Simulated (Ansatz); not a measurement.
## C11b WSi₂

Calculation: PBEsol in Ansatz (PAW).

Numerical settings: plane-wave cutoff 520 eV, 28×28×28 k mesh, Fermi–Dirac smearing 0.044 eV (set by the program), no spin polarisation, scalar-relativistic PAW data made under PBE.

Cell: relaxed at this level.

```
Quantity                                     Value
----------------------------------------  --------
elastic constant C11                       443 GPa
elastic constant C12                       126 GPa
elastic constant C13                      99.4 GPa
elastic constant C33                       561 GPa
elastic constant C44                       212 GPa
elastic constant C66                       213 GPa
Voigt–Reuss–Hill bulk modulus              232 GPa
polycrystal shear modulus (Hill average)   201 GPa
Young modulus                              467 GPa
Poisson ratio                                0.165
```

Measured, for comparison: elastic constant C11 443 GPa, elastic constant C12 122 GPa, elastic constant C13 81 GPa, elastic constant C33 552 GPa, elastic constant C44 212 GPa, elastic constant C66 218 GPa (temperature not stated, no zero-point or thermal correction; as tabulated in Friák et al. (2018), doi:10.3390/nano8121057). Computed (rounded) less measured: elastic constant C11 0.0 %, elastic constant C12 +3 %, elastic constant C13 +23 %, elastic constant C33 +2 %, elastic constant C44 0.0 %, elastic constant C66 -2 %. A static lattice is as a rule a little smaller and stiffer than an uncorrected measurement, which narrows the difference in the elastic constant C12, elastic constant C33 and would widen misses of the other sign.

Elastic constants are with the ions relaxed.

Spin–orbit coupling is not included.

Cost on a shared machine: about 110 core-minutes (a rough figure).

Ansatz is an electronic-structure program.
